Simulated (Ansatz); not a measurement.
Response to strain in MoSi2

Start from MoSi2 (space group I4/mmm, No. 139; a = 3.1740 Å, c = 7.7787 Å; relaxed with 0.1 eV smearing).

Strains are applied to the cell and any free atomic positions relax.

The values are results of LDA (Ansatz, a first-principles code), without spin-orbit coupling, not measurements.

Notes on the quantities. pressure: mean of the normal stresses, compression positive; energy relative to the base: free energy F.

```tsv
change	pressure	energy relative to the base	volume per atom
base	0.0 GPa	0 meV/atom	13.06 Å³
isotropic strain −3.00 %	25.3 GPa	+83 meV/atom	11.92 Å³
isotropic strain −2.50 %	20.3 GPa	+56 meV/atom	12.11 Å³
isotropic strain −2.00 %	15.7 GPa	+36 meV/atom	12.29 Å³
isotropic strain −1.00 %	7.3 GPa	+8.6 meV/atom	12.67 Å³
isotropic strain −0.50 %	3.5 GPa	+2.1 meV/atom	12.87 Å³
isotropic strain +1.50 %	…	…	13.66 Å³
isotropic strain +2.00 %	-11.7 GPa	+31 meV/atom	13.86 Å³
isotropic strain +2.50 %	-14.1 GPa	+48 meV/atom	14.07 Å³
isotropic strain +3.00 %	-16.4 GPa	+67 meV/atom	14.27 Å³
```

Task: What belongs in the blanks?

Result: 
- isotropic strain +1.50 %, pressure: -9.1 GPa
- isotropic strain +1.50 %, energy relative to the base: +18 meV/atom

No phonon test of stability was made. All final runs are without spin polarisation.
